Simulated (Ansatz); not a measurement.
## What uniaxial stress, 5 GPa tension along x does to Ru

Base system: Ru in the hcp (Mg type) structure (space group P6_3/mmc, No. 194; a = 2.704 Å, c = 4.263 Å; relaxed with 0.1 eV smearing). Axes: x lies along a and z along c of the hexagonal cell.

Perturbation: uniaxial stress, 5 GPa tension along x; all other stress components relax to zero.

Computed with r2SCAN (Ansatz, a quantum-chemistry and plane-wave program), no spin-orbit coupling. Settings: 24×24×14 k-points, 0.1 eV Fermi–Dirac smearing.

| quantity | base | changed | shift |
|---|---|---|---|
| space group | P6_3/mmc (No. 194) | Cmcm (No. 63) | – |
| energy relative to the base (free energy F) | 0 meV/atom | +2.2 meV/atom | +2.2 meV/atom |
| band gap | zero | zero | – |
| strain response (xx, yy, zz) | – | (+1.02, −0.27, −0.20) % | – |
| secant Young's modulus along x | – | 490 GPa | – |
| mean lateral Poisson ratio | – | 0.23 | – |

Cost of the whole job for the changed cell (relaxation, final SCF and bands): very roughly 8 core-minutes.

Beyond what the load breaks, stability against distortions was not tested. The final runs are not spin-polarised.
